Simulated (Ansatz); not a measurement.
## Pt on the 1x1 (110) surface of 3C silicon carbide (cut with top plane C + Si), one in a 2x2 cell, started at the site 'hollow Si'

Host crystal: 3C silicon carbide, with a band gap (PBE, scalar-relativistic without spin-orbit coupling).

The numbers are results of PBE (plane waves to 420 eV, PAW; Ansatz, a program for electronic structure), not measurements.

Model: 49-atom slab, 7.7 Å thick at the start under the adsorbate (thin: gaps and levels are the slab's own), 3x3x1 mesh, Fermi-Dirac 0.01 eV, dipole correction, 24 atoms held, the rest relaxed; symmetry of the start imposed; spin-polarised, ending with about 0.4 μB a cell, a value that depends on the mesh; orders that need a larger cell were not tried, no spin-orbit, no U, no dispersion correction. The slab shows no gap over 0.04 eV on its mesh. At the end it is bonded to 2 C + 2 Si. In PBE this state lies 1.12 eV over the lowest of the starts that converged ('over Si at depth 1.5 Å').

```json
{
  "adsorption energy against an atom of fcc Pt": "1.11 eV",
  "work_function_of_the_top_face": "4.54 eV",
  "change_of_the_step_from_the_bottom_to_the_top_vacuum_level_against_the_clean_slab": "-0.58 eV",
  "energy_released_by_relaxation": "1.67 eV",
  "height of the binding atom over the mean of the host atoms within 0.3 Å of the top one": "1.311 Å",
  "nearest_host_atoms_of_the_binding_atom": "C at 2.28 Å, C at 2.28 Å, Si at 2.39 Å",
  "largest_move_of_a_host_atom": "0.30 Å",
  "note": "in the relaxation the adsorbate left its starting site by 1.3 Å",
  "cost": "about 25 core-minutes (a rough figure)"
}
```

A negative adsorption energy means that the adsorbate is more stable on the surface than in its reference.
